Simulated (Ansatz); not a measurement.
# TlBiS2: biaxial strain −0.60 %, plane normal [001], relaxed out of plane

Take TlBiS2 (space group R-3m, No. 166; a = 4.0853 Å, c = 21.6959 Å (hexagonal axes)) as the base. Axes: x lies along a and z along c of the hexagonal cell.

Modification: biaxial strain −0.60 %, plane normal [001], relaxed out of plane (Cartesian); in-plane vectors clamped, the third vector and the atoms free.

All numbers come from plane-wave PAW DFT at the PBEsol level (Ansatz, an electronic-structure program, 420 eV), without spin-orbit coupling. Γ-centred 9×9×9 mesh, Fermi–Dirac width 0.05 eV.

The volume per atom decreases by 0.137 Å³ to 26.00 Å³ and the space group is still R-3m (No. 166). The energy rises by 0.4 meV/atom and the pressure (mean of the normal stresses, compression positive) increases by 3.02 kbar, from -0.1 kbar to 3.0 kbar. The band gap rises by 0.033 eV to 0.19 eV and the gap character is still direct at Γ. The electron mass changes from 0.071 mₑ along c, 0.14 mₑ across (at Γ) to 0.081 mₑ out of plane, 0.14 mₑ in plane (at Γ) and the hole mass goes from 0.075 mₑ along c, 0.15 mₑ across (at Γ) to 0.085 mₑ out of plane, 0.16 mₑ in plane (at Γ). The valence-band top at Γ (three highest levels, from the VBM) becomes 0.00, -1.79, -1.79 eV (base: 0.00, -1.78, -1.78 eV) and the out-of-plane strain amounts to +0.68 %. The mean in-plane stress (compression positive) amounts to +0.4 GPa.

Final structure (turned so that z lies along the plane normal):

```
CELL_PARAMETERS angstrom
      4.06082     0.00000     0.00000
      2.03041     3.51677     0.00000
      2.03041    -1.17226     7.28106
ATOMIC_POSITIONS crystal
  Tl 0.00000 0.50000 0.50000
  Bi 0.00000 0.00000 0.00000
  S  0.47757 0.26122 0.78365
  S  0.52243 0.73878 0.21635
```

With Bi and Tl present, leaving out spin-orbit coupling can change the band edges. Effective masses come from finite differences of ±0.01 Å⁻¹. Whether these cells are dynamically stable was not tested. The zero or small gap of TlBiS2 can change with the level of theory.
